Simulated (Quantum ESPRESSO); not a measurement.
Quantum ESPRESSO run on Ti₃Be (P6_3/mmc, 8 atoms in the cell): self-consistent single point.

Method of the run: PBEsol, SSSP 1.1.2 precision (PBE) pseudopotentials (plane waves; Quantum ESPRESSO 7.5).

```
Ti3Be
1.0
    5.49730     0.00000     0.00000
   -2.74865     4.76081     0.00000
    0.00000     0.00000     4.44226
Ti Be
6 2
Direct
  0.34844   0.17422   0.75000
  0.65156   0.82578   0.25000
  0.17422   0.34844   0.25000
  0.82578   0.65156   0.75000
  0.82578   0.17422   0.75000
  0.17422   0.82578   0.25000
  0.66667   0.33333   0.25000
  0.33333   0.66667   0.75000
```

Reference input (self-consistent single point, DFT, LDA (PZ), plane waves, GBRV 1.5 ultrasoft (LDA) pseudopotentials): ecutwfc = 50 Ry; ecutrho = 400 Ry; occupations = smearing; smearing = gauss; degauss = 0.0073499 Ry; potentials = {Ti: ti_lda_v1.4.uspp.F.UPF, Be: be_lda_v1.4.uspp.F.UPF}; K_POINTS = automatic 5 5 6 0 0 0; conv_thr = 1e-09 Ry; mixing_beta = 0.4. This run's input differs from it in these lines:

```diff
@@ -13,4 +13,4 @@
   ntyp = 2,
-  ecutwfc = 50,
-  ecutrho = 400,
+  ecutwfc = 75,
+  ecutrho = 600,
   occupations = 'smearing',
@@ -18,2 +18,3 @@
   degauss = 0.0073499,
+  input_dft = 'pbesol',
 /
@@ -24,4 +25,4 @@
 ATOMIC_SPECIES
-Ti    47.8670  ti_lda_v1.4.uspp.F.UPF
-Be     9.0122  be_lda_v1.4.uspp.F.UPF
+Ti    47.8670  ti_pbe_v1.4.uspp.F.UPF
+Be     9.0122  Be_ONCV_PBE-1.0.oncvpsp.upf
 CELL_PARAMETERS alat
```

Output (repeated stretches shortened):

```
     Self-consistent Calculation

     iteration #  1     ecut=    75.00 Ry     beta= 0.40

     negative rho (up, down):  9.381E-03 0.000E+00

     total energy              =    -766.71119132 Ry
     estimated scf accuracy    <       3.39003451 Ry

     iteration #  2     ecut=    75.00 Ry     beta= 0.40

     negative rho (up, down):  7.399E-03 0.000E+00

     total energy              =    -767.33260574 Ry
     estimated scf accuracy    <       0.17849684 Ry

     iteration #  3     ecut=    75.00 Ry     beta= 0.40

     negative rho (up, down):  6.058E-03 0.000E+00

     total energy              =    -767.37349793 Ry
     estimated scf accuracy    <       0.02790713 Ry

   [... 7 blocks of this kind left out ...]

     iteration # 11     ecut=    75.00 Ry     beta= 0.40

     negative rho (up, down):  4.529E-03 0.000E+00

     total energy              =    -767.37797503 Ry
     estimated scf accuracy    <          3.6E-09 Ry

     iteration # 12     ecut=    75.00 Ry     beta= 0.40

     negative rho (up, down):  4.529E-03 0.000E+00
     End of self-consistent calculation

     the Fermi energy is    12.8155 ev

!    total energy              =    -767.37797503 Ry
     estimated scf accuracy    <          1.5E-10 Ry
     smearing contrib. (-TS)   =      -0.00503231 Ry
     internal energy E=F+TS    =    -767.37294272 Ry

     convergence has been achieved in  12 iterations

     negative rho (up, down):  4.529E-03 0.000E+00

     Forces acting on atoms (cartesian axes, Ry/au):

     atom    1 type  1   force =    -0.00012069   -0.00006968   -0.00000000
     atom    2 type  1   force =     0.00012069    0.00006968    0.00000000
     atom    3 type  1   force =     0.00000000   -0.00013936    0.00000000
     atom    4 type  1   force =    -0.00000000    0.00013936    0.00000000
     atom    5 type  1   force =     0.00012069   -0.00006968    0.00000000
   [... lines left out ...]
     Total force =     0.000341     Total SCF correction =     0.000081
   [... lines left out ...]

     negative rho (up, down):  4.529E-03 0.000E+00
          total   stress  (Ry/bohr**3)                   (kbar)     P=       -8.55
  -0.00007093   0.00000000   0.00000000          -10.43        0.00        0.00
   0.00000000  -0.00007093   0.00000000            0.00      -10.43        0.00
   0.00000000   0.00000000  -0.00003241            0.00        0.00       -4.77

   JOB DONE.
```

The run converged in 12 iterations. Against the reference run the pressure goes from -5.04 to -0.85 GPa and the largest force goes from 0.026 to 0.004 eV/Å. The full log also holds: “SCF correction compared to forces is large: reduce conv_thr to get better values”.

The starting cell comes from a database of computed structures (which also holds hypothetical and non-ambient phases and stackings), without a prior relaxation at this level. Its lattice was rescaled by a random factor within 2.5 % of one. Spin polarisation is off.

Cost on one core of a shared machine: roughly 3 min.
